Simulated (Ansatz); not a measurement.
System: N vacancy in wurtzite AlN with all lengths changed by +1 % (charge state +1). All values below come from PBE, PAW (plane waves to 420 eV; Ansatz, an electronic-structure program).

Settings: 72 host sites, the strained lattice (strain from the relaxed PBE one, atoms relaxed), a 2×2×2 k-point mesh shifted by half a step along c, smearing 0.01 eV, spin-restricted, no image-charge correction. Energies are static. The charge state is imposed; whether it is stable for some Fermi level was not computed. Forms of the defect that were not tried may lie lower.

The step: a nearby N atom hops onto the vacant site. Atoms about the jump, Cartesian Å from the middle of the jump, before and after:

| atom | x0 | y0 | z0 | x1 | y1 | z1 |
|---|---|---|---|---|---|---|
| N1 | 0.79 | 1.36 | 0.00 | -0.79 | -1.36 | 0.00 |
| Al2 | 0.85 | -0.43 | 0.62 | 0.79 | -0.52 | 0.62 |
| Al3 | -0.79 | 2.29 | 0.61 | -0.84 | 2.31 | 0.62 |
| Al4 | -2.42 | -0.43 | 0.62 | -2.37 | -0.46 | 0.61 |
| Al5 | 0.79 | 1.38 | -1.94 | 0.79 | 1.37 | -2.05 |
| Al6 | -0.79 | -1.37 | -2.05 | -0.80 | -1.37 | -1.94 |
| N7 | -2.36 | 1.36 | 0.00 | -2.36 | 1.36 | 0.00 |
| N8 | 0.80 | -0.46 | -2.52 | 0.79 | -0.46 | -2.52 |
| Al9 | -2.37 | 1.38 | -1.94 | -2.38 | 1.36 | -1.94 |
| N10 | 0.79 | -0.46 | 2.53 | 0.79 | -0.45 | 2.53 |
| N11 | -0.79 | 2.28 | -2.53 | -0.79 | 2.28 | -2.52 |
| N12 | -2.37 | -0.46 | -2.52 | -2.37 | -0.46 | -2.53 |
| N13 | 2.37 | -1.37 | 0.00 | 2.37 | -1.36 | 0.00 |
| N14 | -0.79 | 2.28 | 2.54 | -0.78 | 2.28 | 2.53 |
| N15 | -2.36 | -0.46 | 2.53 | -2.37 | -0.46 | 2.54 |
| Al16 | 2.38 | 2.28 | 0.61 | 2.43 | 2.31 | 0.62 |
| Al17 | -0.79 | -3.26 | 0.62 | -0.78 | -3.20 | 0.61 |
| Al18 | 2.38 | -1.38 | -1.94 | 2.38 | -1.37 | -1.94 |
| Al19 | 0.79 | 1.38 | 3.14 | 0.79 | 1.37 | 3.14 |
| Al20 | -0.79 | -1.37 | 3.14 | -0.80 | -1.37 | 3.14 |
| N21 | -0.79 | 4.11 | 0.00 | -0.78 | 4.10 | 0.00 |
| N22 | -3.94 | -1.37 | 0.00 | -3.95 | -1.37 | 0.00 |

### Question
Where do these atoms stand at the saddle point, and how high is it?

### Answer

| atom | x | y | z |
|---|---|---|---|
| N1 | -0.32 | 0.20 | -0.22 |
| Al2 | 0.99 | -0.56 | 0.74 |
| Al3 | -0.87 | 2.16 | 0.55 |
| Al4 | -2.30 | -0.31 | 0.56 |
| Al5 | 0.70 | 1.28 | -1.94 |
| Al6 | -0.75 | -1.24 | -1.95 |
| N7 | -2.56 | 1.48 | -0.02 |
| N8 | 0.86 | -0.49 | -2.62 |
| Al9 | -2.43 | 1.41 | -1.93 |
| N10 | 0.86 | -0.49 | 2.58 |
| N11 | -0.81 | 2.27 | -2.53 |
| N12 | -2.37 | -0.42 | -2.53 |
| N13 | 2.46 | -1.41 | 0.00 |
| N14 | -0.78 | 2.25 | 2.49 |
| N15 | -2.33 | -0.44 | 2.49 |
| Al16 | 2.41 | 2.34 | 0.64 |
| Al17 | -0.81 | -3.25 | 0.64 |
| Al18 | 2.41 | -1.39 | -1.96 |
| Al19 | 0.79 | 1.37 | 3.15 |
| Al20 | -0.78 | -1.36 | 3.15 |
| N21 | -0.76 | 4.05 | 0.00 |
| N22 | -3.88 | -1.36 | 0.00 |
It lies 4.26 eV above the start and 4.26 eV above the end. The saddle point's order was not checked, and it lies on a symmetry element of the cell, where a band can be held.
